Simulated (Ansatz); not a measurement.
Results of r²SCAN in Ansatz (PAW) for Al2O3 (Pbcn, No. 60, 20 atoms in the cell; start mp-1938; a measured phase of this formula has another space group).

Numerical settings: plane-wave cutoff 560 eV, 6×8×8 k mesh (along the axes of the cell as run), Fermi–Dirac smearing 0.01 eV, scalar-relativistic PAW data made under PBE.

Cell (relaxed at this level):

Space group Pbcn (No. 60); a = 7.0179 Å, b = 4.7976 Å, c = 4.9386 Å, α = 90.00°, β = 90.00°, γ = 90.00°

```tsv
atom	site	symmetry	x	y	z
Al	8d	1	0.3907	0.2521	0.0310
O	8d	1	0.3459	0.1070	0.3980
O	4c	.2.	0.0000	0.0499	0.2500
```

**Question.** Predict the band gap.

**Answer.** 
- band gap: 6.57 eV (on the SCF k mesh)

Note: the relaxation could not lower the start's symmetry, so the cell can be a saddle point above a distorted one.

Static lattice: no zero-point or thermal effects.

Computing time: about 14 core-minutes (a rough figure).

A start named mp-… is a Materials Project structure, which need not be a measured phase.

Ansatz is a first-principles code.
